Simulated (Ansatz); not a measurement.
The (10-11) face of hcp Co, ferromagnetic can be cut between different planes. Symmetric, stoichiometric slabs relaxed in the 1x1 cell (11.4 Å²): top plane Co, 0.32 Å over the next in the ideal cut; top plane Co, 1.59 Å over the next in the ideal cut.

Level of theory: PBE (plane waves to 420 eV, PAW; Ansatz, a program for electronic structure).

Problem. Rank these by surface energy (lowest first), as PBE gives it.

Solution. the cut with an outer spacing of 0.32 Å (2.44 J/m²), the cut with an outer spacing of 1.59 Å (2.90 J/m²)
